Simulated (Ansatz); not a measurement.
## Mg (model structure, started from the diamond type, Fd-3m, No. 227, 2 atoms in the cell): bulk modulus by level of theory

No measured value is used here.

| level (code) | value (GPa) | cell (Å³/atom) |
|---|---|---|
| LDA (Ansatz) | 12.8 | 37.49 |
| PBE (Ansatz) | 11.0 | 40.37 |
| PBEsol (Ansatz) | 12.2 | 38.88 |
| r²SCAN (Ansatz) | ? | 40.23 |

Task: Complete the blanks.

Result: 
- r²SCAN (Ansatz, an electronic-structure program), value (GPa): 11.8

LDA, PBE, PBEsol, r²SCAN: the bulk modulus is −V dP/dV from two relaxed cells at ±2 % in volume. Each level is taken at its own relaxed cell. Cutoffs differ between the levels. Ansatz's density-functional and Hartree–Fock values are scalar-relativistic unless marked +SOC, with PAW data made under PBE.

A model structure was made by putting elements into a prototype or built by hand; it is no filed structure, need not be a known phase, and can be a saddle point held by its symmetry.
